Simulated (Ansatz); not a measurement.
Base system: Ta in the bcc (W type) structure (space group Im-3m, No. 229; a = 3.320 Å; relaxed with 0.1 eV smearing).

All numbers come from PBE/PAW in Ansatz (an electronic-structure program), no SOC.

Strains are applied to the cell and any free atomic positions relax.

One change was made to it. Results:

| quantity | base | after |
|---|---|---|
| pressure | 0.0 GPa | -8.0 GPa |
| energy relative to the base (free energy F) | 0 meV/atom | +22 meV/atom |

Task: Which of these changes matches the shifts?
A) isotropic strain −2.00 %
B) isotropic strain +0.50 %
C) isotropic strain +1.50 %
D) isotropic strain +1.00 %
E) isotropic strain +2.00 %

Result: C, isotropic strain +1.50 %. For comparison, the energy relative to the base in the other runs: isotropic strain +2.00 % gives +38 meV/atom; isotropic strain +0.50 % gives +2.5 meV/atom; isotropic strain +1.00 % gives +9.7 meV/atom; isotropic strain −2.00 % gives +42 meV/atom.

Stability against distortions was not tested. The final runs are not spin-polarised.
